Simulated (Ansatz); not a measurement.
Consider ZrSe$_{2}$ in the CdI2 type structure (space group P-3m1, No. 164; a = 3.735 Å, c = 6.032 Å; layered, stacked along the Cartesian z axis). Axes: x lies along a and z along c of the hexagonal cell.

The values are results of PBE-D3(BJ) (Ansatz, a quantum-chemistry and plane-wave program; PAW; 420 eV plane waves; spin-orbit coupling left out), not measurements.

Before the change:

The pressure is 0.0 GPa and the shortest interatomic distance is 2.684 Å.

One thing is altered: the cell is compressed by 2.50 % along z with no lateral relaxation, atoms relaxed at fixed cell.

Q: Predict the new energy relative to the base, pressure, largest internal atomic displacement and shortest interatomic distance.

A: The energy rises by 2.7 meV/atom; the pressure (mean of the normal stresses, compression positive) goes from zero to 0.7 GPa; the largest internal atomic displacement amounts to 0.032 Å; the shortest interatomic distance shrinks by 0.005 Å (2.684 Å → 2.679 Å).

The cells carry an imposed strain or load. Stability against distortions was not tested. The final runs are not spin-polarised. Gaps under 0.05 eV, about the width of the smearing, are given as zero.
